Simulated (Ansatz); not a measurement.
Start from ZrS2 in the CdI2 type structure (space group P-3m1, No. 164; a = 3.674 Å, c = 5.860 Å; layered, stacked along the Cartesian z axis).

The values are results of DFT with r2SCAN+rVV10, PAW potentials and a 500 eV plane-wave cutoff in Ansatz (a program for electronic structure), spin-orbit coupling left out, not measurements.

One change was made to it. Results:

| quantity | base | after |
|---|---|---|
| band gap | 1.17 eV | 0.83 eV |
| density | 3.77 g/cm³ | 4.04 g/cm³ |

Task: Which of these changes matches the shifts?
(A) pressure −1 GPa
(B) pressure 7.5 GPa
(C) pressure 3 GPa
(D) pressure 10 GPa
(E) pressure 1.5 GPa

Result: C, pressure 3 GPa. For comparison, the band gap in the other runs: pressure 10 GPa gives 0.33 eV; pressure 1.5 GPa gives 0.98 eV; pressure −1 GPa gives 1.34 eV; pressure 7.5 GPa gives 0.49 eV.

Load acts through the strain it causes; cell and atoms are relaxed under it. Stability against distortions was not tested. Competing high-pressure phases were not computed.
